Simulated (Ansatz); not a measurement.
A computed series for GaAs: response to strain

The parent structure is GaAs in the zinc blende structure (space group F-43m, No. 216).

```xyz
2
Lattice="0.0000 2.8295 2.8295 2.8295 0.0000 2.8295 2.8295 2.8295 0.0000" Properties=species:S:1:pos:R:3 pbc="T T T"
Ga     0.0000     0.0000     0.0000
As     1.4147     1.4147     1.4147
```

Cartesian axes are those of the cell as printed.

Strains are applied to the cell and any free atomic positions relax.

All numbers come from PBEsol, PAW, 420 eV (Ansatz, a quantum-chemistry and plane-wave program; scalar-relativistic without spin-orbit coupling).

Notes on the quantities. energy relative to the base: free energy F.

| change | volume per atom | largest internal atomic displacement | energy relative to the base |
|---|---|---|---|
| base | 22.65 Å³ | – | 0 meV/atom |
| tensor shear ε_xy = +1.71 % | 22.65 Å³ | 0.013 Å | +4.6 meV/atom |
| tensor shear ε_xy = +1.14 % | 22.65 Å³ | – | +2.0 meV/atom |
| tensor shear ε_xy = +1.43 % | 22.65 Å³ | 0.011 Å | +3.2 meV/atom |
| tensor shear ε_xy = +2.00 % | 22.64 Å³ | 0.016 Å | +6.2 meV/atom |

Whether these cells are dynamically stable was not tested.
